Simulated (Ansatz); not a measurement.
The starting structures come from a database of crystals and need not be the phases stable at ambient conditions.

Tunnelling through a barrier is set by its complex band structure: the current falls as exp(−2κd) with the smallest κ.

Consider the following.

```yaml
crystal:
  lattice:
    - [7.56805, 0.00000, 0.00000]
    - [-3.78402, 6.55412, 0.00000]
    - [0.00000, 0.00000, 5.34685]
  atoms:
    - { symbol: Na, position: [0.00000, 0.31023, 0.00000] }
    - { symbol: Na, position: [0.31023, 0.00000, 0.00000] }
    - { symbol: Na, position: [0.68977, 0.68977, 0.00000] }
    - { symbol: Na, position: [0.00000, 0.64228, 0.50000] }
    - { symbol: Na, position: [0.64228, 0.00000, 0.50000] }
    - { symbol: Na, position: [0.35772, 0.35772, 0.50000] }
    - { symbol: S, position: [0.00000, 0.00000, 0.30178] }
    - { symbol: S, position: [0.00000, 0.00000, 0.69822] }
    - { symbol: S, position: [0.33333, 0.66667, 0.19976] }
    - { symbol: S, position: [0.33333, 0.66667, 0.80024] }
    - { symbol: S, position: [0.66667, 0.33333, 0.19976] }
    - { symbol: S, position: [0.66667, 0.33333, 0.80024] }
```

Space group of this cell: P-62m. The cell is taken as given.

Transport runs along the normal of the first two printed cell vectors, the (001) plane of the conventional cell.

The gap is the functional's own. No spin-orbit coupling. Mid-gap values are interpolated on the energy grid.

Q: Give the band gap and the smallest decay constant κ at mid-gap that r2SCAN (Ansatz, a quantum-chemistry and plane-wave program) yields.

A: Gap 1.20 eV on a 6×6×6 mesh; κ = 0.143 1/Å, at the zone centre.
